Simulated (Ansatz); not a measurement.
CsCl-type PdIn

These are r²SCAN (PAW; Ansatz, a quantum-chemistry and plane-wave program) values and carry that method's errors.

Run with plane-wave cutoff 500 eV, 18×18×18 k mesh, Fermi–Dirac smearing 0.1 eV, scalar-relativistic PAW data made under PBE.

Cell (relaxed at this level):

```
CELL_PARAMETERS angstrom
      3.26744     0.00000     0.00000
      0.00000     3.26744     0.00000
      0.00000     0.00000     3.26744
ATOMIC_POSITIONS crystal
  In 0.50000 0.50000 0.50000
  Pd 0.00000 0.00000 0.00000
```

For CsCl-type PdIn, the volume per atom is 17.44 Å³/atom and the lattice constant a is 3.267 Å.

Spin–orbit coupling is not included.

Static lattice: no zero-point or thermal effects.

Cost on a shared machine: around 80 core-seconds (rough).
